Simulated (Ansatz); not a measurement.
Defect: interstitial Li in bixbyite In2O3 with all lengths changed by +1 %, charge state +1. Method: PBE, PAW (plane waves to 420 eV; Ansatz, a first-principles code).

80-site cell at the strained lattice (strain from the relaxed PBE one, atoms relaxed), one k-point at (0.250, 0.250, 0.250), smearing 0.01 eV, spin-restricted, no finite-size correction. Energies are static. The charge state is imposed; whether it is stable for some Fermi level was not computed. Sites that were not tried may lie lower.

Barriers: single points on a 2×2×2 k-point mesh shifted by half a step at the bands' geometries.

The step: one Li atom jumps by itself; the atom moves 3.47 Å along (0.00, -0.25, 0.22) of the unit cell; the moving atom starts with neighbours 2 O at 1.85, 2 O at 2.10 Å and ends with 6 In at 2.72; 4 O at 2.23, 2 O at 2.23 Å.

### Question
What is the computed migration barrier of this step (PBE, PAW)?

### Answer
0.78 eV forward and 0.41 eV backward. At the saddle the moving atom has neighbours 3 In at 2.50; 3 O at 1.99 Å. The saddle point's order was not checked, and it lies on a symmetry element of the cell, where a band can be held.
